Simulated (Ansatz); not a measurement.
Base system: PbSe in the rock salt structure (space group Fm-3m, No. 225; a = 6.041 Å). Axes: x, y, z lie along the cube axes.

The values are results of LDA, PAW, 420 eV (Ansatz, a program for electronic structure; without spin-orbit coupling), not measurements.

Base values:

The volume per atom is 27.55 Å³. The pressure comes out as 0.0 GPa.

Now apply this change: biaxial strain −1.25 %, plane normal [111], relaxed out of plane (Cartesian); in-plane vectors clamped, the third vector and the atoms free.

Q: What does the calculation give for the volume per atom after the change?

A: The volume per atom falls by 0.30 Å³ (27.55 Å³ → 27.25 Å³).

Q: How does this affect the pressure?

A: The pressure (mean of the normal stresses, compression positive) goes from zero to 0.6 GPa.

The mesh was chosen for an insulator and is coarse for the gapless case. Whether these cells are dynamically stable was not tested. The final runs are not spin-polarised. Gaps under 0.05 eV, about the width of the smearing, are given as zero.
